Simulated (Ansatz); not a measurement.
Results of r²SCAN (plane waves, PAW; Ansatz, a first-principles code) for TaAs (model structure, started from the WC type, P-6m2, No. 187, 2 atoms in the cell).

Numerical settings: plane-wave cutoff 560 eV, 18×18×16 k mesh (along the axes of the cell as run), Fermi–Dirac smearing 0.05 eV, scalar-relativistic PAW data made under PBE.

Cell (relaxed at this level):

```yaml
crystal:
  lattice:
    - [3.40769, 0.00000, 0.00000]
    - [-1.70385, 2.95115, 0.00000]
    - [0.00000, 0.00000, 3.45121]
  atoms:
    - { symbol: Ta, position: [0.00000, 0.00000, 0.00000] }
    - { symbol: As, position: [0.66667, 0.33333, 0.50000] }
```

Problem. Give the computed bulk modulus.

Solution. 
* **bulk modulus**: 179 GPa

The run finds no gap.

Note: the bulk modulus is −V dP/dV from two relaxed cells at ±2 % in volume; the relaxation could raise the start's symmetry but not lower it, so the cell can be a saddle point.

Spin–orbit coupling is not included; it can open a gap where bands touch, and shift volumes and moduli.

Computed values are for the static lattice.

A model structure was made by putting elements into a prototype or built by hand; it is no filed structure, need not be a known phase, and can be a saddle point held by its symmetry.
